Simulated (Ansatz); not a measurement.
Pressure series in MgO

Take MgO in the wurtzite structure (space group P6_3mc, No. 186; a = 3.303 Å, c = 5.021 Å; a cell from a computed database, its experimental status unchecked) as the base.

Cell and atoms are relaxed at each pressure.

Levels (all Ansatz, a first-principles code, PAW): PBEsol (420 eV, no spin-orbit coupling); HSE06 (420 eV, spin-orbit coupling left out).

Band gaps by level, all at the geometries relaxed with PBEsol:

```tsv
case	PBEsol	HSE06
base	3.36 eV	5.09 eV
pressure −2 GPa	3.30 eV	5.02 eV
pressure −1 GPa	3.33 eV	5.06 eV
pressure 0.3 GPa	3.37 eV	5.10 eV
pressure 0.7 GPa	3.37 eV	5.11 eV
pressure 1.5 GPa	3.33 eV	5.07 eV
pressure 3 GPa	3.38 eV	5.13 eV
pressure 7.5 GPa	3.53 eV	5.30 eV
```

Single points use the geometry relaxed with PBEsol. From pressure 1.5 GPa on, the axis ratios lie over 15 % from the base's, so the cell there is far from its starting form. Load acts through the strain it causes; cell and atoms are relaxed under it. Stability against distortions was not tested. Competing high-pressure phases were not computed. Along this pressure series the structure jumps between pressure 0.7 GPa and pressure 1.5 GPa; cells beyond that are another form of it. This is not the structure that MgO has at room temperature and ambient pressure.
